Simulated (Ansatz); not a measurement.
Response to strain in TiC

Take TiC in the rock salt structure (space group Fm-3m, No. 225; relaxed with 0.1 eV smearing) as the base.

```xyz
2
Lattice="0.0000 2.1643 2.1643 2.1643 0.0000 2.1643 2.1643 2.1643 0.0000" Properties=species:S:1:pos:R:3 pbc="T T T"
C      0.0000     0.0000     0.0000
Ti     2.1643     2.1643     2.1643
```

Cartesian axes are those of the cell as printed.

Strains are applied to the cell and any free atomic positions relax; under biaxial strain the out-of-plane vector relaxes too; under stress the whole cell relaxes.

Method: r2SCAN (Ansatz, a first-principles code; PAW; 500 eV plane waves; spin-orbit coupling left out), earlier PAW set.

Notes on the quantities. pressure: mean of the normal stresses, compression positive; energy relative to the base: free energy F.

```tsv
variant	pressure	energy relative to the base	volume per atom	space group
base	0.0 GPa	0 meV/atom	10.14 Å³	Fm-3m (No. 225)
biaxial strain −0.68 %, plane normal [001], relaxed out of plane	2.8 GPa	+1.8 meV/atom	10.03 Å³	I4/mmm (No. 139)
isotropic strain +4.16 %	-25.1 GPa	+114 meV/atom	11.46 Å³	Fm-3m (No. 225)
uniaxial strain ε_yy = +1.39 %	-3.4 GPa	+3.1 meV/atom	10.28 Å³	I4/mmm (No. 139)
uniaxial stress, 3 GPa tension along z	–	+0.6 meV/atom	10.18 Å³	I4/mmm (No. 139)
```

Beyond what the load breaks, stability against distortions was not tested. The final runs are not spin-polarised.
